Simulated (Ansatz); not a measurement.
Levels about the gap of amorphous Zr20O43La2 (65 atoms in a cell of 854 Å³, 5.43 g/cm³; zone centre alone, so wide bands show as single levels with stretches between that a denser mesh fills), at the geometry that PBE relaxed, where it gives -2.4 GPa on a denser mesh. The participation number counts the atoms over which a state spreads; weights are charges in smoothed Voronoi cells. The levels come from a single point, so bond lengths are those of that geometry. Method of the levels: PBE, scalar-relativistic without spin-orbit coupling (Ansatz, a program for electronic structure). Sampling: the zone centre alone; Fermi-Dirac width 0.02 eV; no spin polarisation.

Preparation: random packing, a CHGNet melt and quench, and a DFT relaxation. O atoms were pushed apart under 1.9 Å during the dynamics, to hinder bonds among them. The hot cell started wider than the set density and was brought back towards it in steps. It is the lowest in DFT energy of 2 quenches. It is a model cell: composition and starting density were chosen by hand, and all elements were melted together. No dispersion term was used. Its density started from a set value of 5.43 and ended at 5.43 g/cm³. The simulated quench (nominally 380 K/ps over its main leg) is rapid and tends to freeze in more defects than a deposited or slowly cooled glass has. One small periodic cell is one sample of the glass; other quenches scatter about these values. The volume was held where the preparation left it, at a PBE pressure of -2.4 GPa (tension). Stress components on the final sampling reach 3.4 GPa.

```csv
"E - E(highest filled), eV",filling,participation number,largest on,weight O,weight Zr,weight La
-0.35,filled,16.2,"O, 3 neighbours",0.94,0.05,0.01
-0.30,filled,23.4,"O, 3 neighbours",0.94,0.05,0.01
-0.24,filled,20.4,"O, 4 neighbours",0.95,0.05,0.00
-0.19,filled,23.8,"O, 4 neighbours",0.93,0.05,0.02
-0.16,filled,19.8,"O, 4 neighbours",0.94,0.05,0.00
-0.07,filled,14.8,"O, 4 neighbours",0.95,0.05,0.01
0.00,filled,16.1,"O, 4 neighbours",0.95,0.04,0.01
3.60,empty,17.0,"Zr, 7 neighbours",0.33,0.65,0.02
3.72,empty,26.4,"Zr, 7 neighbours",0.34,0.64,0.02
3.78,empty,26.0,"Zr, 7 neighbours",0.34,0.61,0.05
3.80,empty,24.1,"Zr, 7 neighbours",0.36,0.61,0.03
3.87,empty,28.5,"Zr, 7 neighbours",0.34,0.61,0.05
3.92,empty,27.2,"Zr, 7 neighbours",0.32,0.63,0.05
3.99,empty,27.3,"Zr, 7 neighbours",0.32,0.63,0.05
```

Most localised among these is the filled level at -0.07 eV, on a O atom, which has 4 neighbours (Zr 2.11 Å, Zr 2.18 Å, Zr 2.21 Å, Zr 2.66 Å).
